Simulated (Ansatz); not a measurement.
Checking a run of Ansatz (a program for electronic structure) on Ge (Pm-3n, 8 atoms in the cell). The aim is a self-consistent single point with DFT, PBE, plane waves, default PAW files.

Cell that was meant: a = 5.3765 Å, b = 5.3765 Å, c = 5.3765 Å, α = 90.00°, β = 90.00°, γ = 90.00°.

Part of the input:

Ansatz 0.2 input:
```yaml
    - { symbol: Ge, position: [0.500000, 0.750000, 0.000000] }
    - { symbol: Ge, position: [0.000000, 0.000000, 0.000000] }
    - { symbol: Ge, position: [0.500000, 0.500000, 0.500000] }
basis:
  ecutwfc: 210.0
kpoints:
  mp_grid:
    grid: [3, 3, 3]
```

The program printed (abridged):

```
   [... lines left out ...]
Symmetry: 48 space group operations
Space group: Pm-3n (ITA 223), of the structure as read, at distance tolerance 5.4e-5 Å
k-points: 4 of 27
Initial density: superposition of atomic densities (neutral atoms: chi_scale 0, normalization atom), corrected by the library's trained network
Initial wavefunctions: pseudopotential atomic-orbital guess
Eigensolver: davidson
Functional: x = pbe(κ = 0.804, μ = 0.2195149727645171), c = pbe(β = 0.06672455060314922)
SCF iter   1: F=—  HF=-34318.241696 eV  |F-HF|=—  |Δ(HF+E_count)|=         —  Δρ=3.71e-2  dr2=8.69e-1  ethr=1.77e-3  ⟨swp⟩=6.2  Hψ=866  notcnv=0
all-band conjugate gradients solve this SCF's bands
preconditioner: auto → Kerker (q_TF=auto, 2.583 Å⁻¹)
SCF iter   2: F=—  HF=-34309.921290 eV  |F-HF|=—  |Δ(HF+E_count)|=    8.32e0  Δρ=1.04e-2  dr2=1.22e-1  ethr=7.76e-4  ⟨swp⟩=2.5  Hψ=669  notcnv=0  defer=4
   [... lines left out ...]
SCF iter   6: F=—  HF=-34309.615934 eV  |F-HF|=—  |Δ(HF+E_count)|=   4.23e-5  Δρ=6.30e-5  dr2=4.54e-6  ethr=9.36e-8  ⟨swp⟩=2.0  Hψ=440  notcnv=0  defer=4
SCF iter   7: F=—  HF=-34309.615932 eV  |F-HF|=—  |Δ(HF+E_count)|=   2.45e-6  Δρ=1.44e-5  dr2=2.50e-7  ethr=4.05e-9  ⟨swp⟩=2.0  Hψ=504  notcnv=0  defer=4
SCF iter   8: F=-34309.615932 eV  HF=-34309.615932 eV  |F-HF|=4.95e-9  |Δ(HF+E_count)|=   1.90e-7  Δρ=5.29e-6  dr2=2.71e-8  ethr=8.93e-11  ⟨swp⟩=6.5  Hψ=826  notcnv=0
SCF 1 converged in 8 iterations: F = -34309.615932 eV  dr2 = 2.71e-8
Free energy (F): -34309.615932 eV
Internal energy: -34309.431333 eV  (E = F + TS)
E sigma→0 (E₀):  -34309.523633 eV
Entropy (-TS):   -0.184599 eV (-23.075 meV/atom)
Fermi energy:    10.452465 eV
--- Forces (eV/Å), atoms counted from 1 ---
  atom   1  Ge     0.00000000    -0.00000000     0.00000000
   [... zero for the other atoms too ...]
--- Stress (GPa, compression-positive) ---
        0.810933      -0.000000       0.000000
       -0.000000       0.810933       0.000000
        0.000000       0.000000       0.810933
  P = ⅓ Tr σ = 0.8109 GPa (8.109 kbar)
  The stress holds the Pulay correction. Without it, at fixed plane waves, as pw.x and ABINIT print it: P = -252.8042 GPa
```

Is anything amiss in this input, and did it matter?

The run is not sound. The fault is a basis or grid far too coarse for these potentials. The error of an incomplete plane-wave basis or grid does not cancel at such settings. To fix it, restore the cutoff that the potentials need and check convergence. The run converged in 8 iterations without an error; against the sound input the free energy goes up by 5.97 eV/atom and the pressure goes from 0.94 to 0.81 GPa. At a fixed set of plane waves, without the program's Pulay estimate, the pressure is -252.80 GPa against 0.91 GPa.

The sound input it was made from differs as follows (other fixes are possible):
```diff
-basis:
-  ecutwfc: 210.0
```

With that input, the run converged in 7 iterations: free energy E − TS (on the zero of these files) -34357.3523 eV; Fermi level (on the code's own zero) 10.58 eV; pressure 0.94 GPa (DFT, PBE, plane waves, default PAW files).

On the sound input: the starting cell was generated: these elements placed on a structure prototype, without a prior relaxation; it need not be a known phase or ordering of this composition. Its lattice was rescaled by a random factor within 2.5 % of one. Ansatz's pressure includes its estimate of the finite-basis (Pulay) stress. Without a gap this mesh is coarse (it stands for a supercell whose shortest vector is 16 Å).
